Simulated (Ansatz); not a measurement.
**BP (model structure, started from the h-BN type, P6₃/mmc, No. 194, 4 atoms in the cell): properties by level of theory**

```
level (code)         equilibrium lattice constant a (Å)  c axis length (Å)
-------------------  ----------------------------------  -----------------
PBE (Ansatz)                                      3.214             10.042
PBEsol (Ansatz)                                   3.201              8.483
PBE-D3(BJ) (Ansatz)                               3.200                  ?
```

Question: Complete the blanks.

Answer: 
- PBE-D3(BJ) (Ansatz, a program for electronic structure), c axis length (Å): 7.619

Ansatz's density-functional and Hartree–Fock values are scalar-relativistic unless marked +SOC, with PAW data made under PBE.

A model structure was made by putting elements into a prototype or built by hand; it is no filed structure, need not be a known phase, and can be a saddle point held by its symmetry.
